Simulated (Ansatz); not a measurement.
The starting structures come from a database of crystals and need not be the phases stable at ambient conditions.

The decay constant κ of evanescent states in the gap governs leakage through a thin film.

Consider the following.

```
N4Si3
1.0
    7.75224     0.00000     0.00000
   -3.87612     6.71364     0.00000
    0.00000     0.00000     5.61885
Si N
12 16
Direct
  0.43041   0.51225   0.19640
  0.48775   0.91816   0.19640
  0.08184   0.56959   0.19640
  0.91816   0.48775   0.69640
  0.56959   0.08184   0.69640
  0.51225   0.43041   0.69640
  0.83281   0.74658   0.98848
  0.25342   0.08623   0.98848
  0.91377   0.16719   0.98848
  0.08623   0.25342   0.48848
  0.16719   0.91377   0.48848
  0.74658   0.83281   0.48848
  0.61000   0.95445   0.46907
  0.04555   0.65555   0.46907
  0.34445   0.39000   0.46907
  0.65555   0.04555   0.96907
  0.39000   0.34445   0.96907
  0.95445   0.61000   0.96907
  0.00000   0.00000   0.98901
  0.00000   0.00000   0.48901
  0.68527   0.68165   0.73485
  0.31835   0.00362   0.73485
  0.99638   0.31473   0.73485
  0.00362   0.31835   0.23485
  0.31473   0.99638   0.23485
  0.68165   0.68527   0.23485
  0.66667   0.33333   0.64075
  0.33333   0.66667   0.14075
```

The cell is taken as given.

Transport runs along the normal of the first two printed cell vectors, the (001) plane of the conventional cell.

The gap is the functional's own, uncorrected, and κ follows it; spin-orbit coupling is left out. Mid-gap means the computed energy nearest the middle.

Question: Predict the band gap and the smallest decay constant κ at mid-gap from r2SCAN (Ansatz, a quantum-chemistry and plane-wave program).

Answer: Gap 5.34 eV on a 6×6×6 mesh; κ = 0.384 1/Å, at (0.167, 0.000) of the in-plane reciprocal vectors. At the zone centre the slowest state has κ = 0.39 1/Å.
